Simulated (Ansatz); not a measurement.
The starting structures come from a database of crystals and need not be the phases stable at ambient conditions.

 Where the default PAW files enter, the runs use the earlier of Ansatz's two default sets.

Data:

```xyz
8
Lattice="2.8615 0.0000 0.0000 0.0000 4.7700 0.0000 0.0000 0.0000 4.2635" Properties=species:S:1:pos:R:3 pbc="T T T"
Al     1.4308     2.3426     1.1782
Al     0.0000     4.7276     3.0853
H      1.4308     4.6601     0.8293
H      0.0000     2.2751     3.4342
O      0.0000     3.0947     2.1425
O      1.4308     0.7097     2.1210
O      0.0000     1.6626     0.0040
O      1.4308     4.0476     4.2595
```

Space group of this cell: Pmn2_1. The cell is taken as given; by PBEsol its mean pressure is -4.8 GPa.

Transport runs along the normal of the first two printed cell vectors.

No gap correction and no spin-orbit coupling; mid-gap values are interpolated between computed energies.

### Question
Compute, with PBEsol in Ansatz (a first-principles code), the band gap and the smallest decay constant κ at mid-gap.

### Answer
Gap 5.56 eV on a 10×6×8 mesh; κ = 0.366 1/Å, at the zone centre.
